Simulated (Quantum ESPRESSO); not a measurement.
Quantum ESPRESSO is run on ZrAg2 (I4/mmm, 3 atoms in the cell), and the run fails. The aim is a self-consistent single point with DFT, LDA (PZ), plane waves, PSlibrary PAW (LDA) pseudopotentials.

Cell that was meant: a = 5.1548 Å, b = 5.1548 Å, c = 5.1548 Å, α = 58.16°, β = 40.20°, γ = 40.20°.

Part of the input:

```fortran
   occupations = 'smearing'
   smearing = 'gauss'
   degauss = 0.0073499
&electrons
   conv_thr = 1.0d-10
   mixing_beta = 0.3
/
```

Output, abridged:

```
     This program is part of the open-source Quantum ESPRESSO suite
     for quantum simulation of materials; please cite

 %%%%%%%%%%%%%%%%%%%%%%%%%%%%%%%%%%%%%%%%%%%%%%%%%%%%%%%%%%%%%%%%%%%%%%%%%%%%%%
     Error in routine  read_namelists (1):
      bad line in namelist &system: "&electrons" (error could be in the previous line)
 %%%%%%%%%%%%%%%%%%%%%%%%%%%%%%%%%%%%%%%%%%%%%%%%%%%%%%%%%%%%%%%%%%%%%%%%%%%%%%

     stopping ...
```

Task: Read the log: what does the program object to, and what is the fix?

Result: The fault is a namelist without its closing slash. The reader runs on into the next namelist. To fix it, close the namelist. The program stopped before any SCF iteration.

The sound input it was made from differs as follows (other fixes are possible):
```diff
+/
```

With that input, the run converged in 13 iterations: free energy E − TS -13473.0283 eV; Fermi level (on the code's own zero) 13.71 eV; pressure -8.44 GPa; largest force (vector length) 0.009 eV/Å (DFT, LDA (PZ), plane waves, PSlibrary PAW (LDA) pseudopotentials).

On the sound input: the starting cell comes from a database of computed structures (which also holds hypothetical and non-ambient phases and stackings), without a prior relaxation at this level. With a pressure of about -8 GPa the cell is away from its equilibrium volume at this level.
